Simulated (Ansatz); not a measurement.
Consider the following.

```xyz
4
Lattice="3.1114 0.0000 0.0000 1.5557 2.6946 0.0000 0.0000 0.0000 5.0345" Properties=species:S:1:pos:R:3 pbc="T T T"
Al     1.5557     0.8982     0.0052
Al     3.1114     1.7964     2.5225
N      1.5557     0.8982     1.9180
N      3.1114     1.7964     4.4352
```

No spin polarisation.

Calculations: Ansatz (a quantum-chemistry and plane-wave program) PBE, no SOC. k-mesh 12×12×7 (Γ-centred); smearing 0.05 eV (Fermi–Dirac).

### Question
Predict the band gap and gap character.

### Answer
The band gap comes out as 4.15 eV and the gap character is direct at Γ.

The cells carry an imposed strain or load. Whether these cells are dynamically stable was not tested. The cell was made from AlN in the wurtzite structure (space group P6_3mc, No. 186) by this change: biaxial strain −0.60 %, plane normal [001], relaxed out of plane.
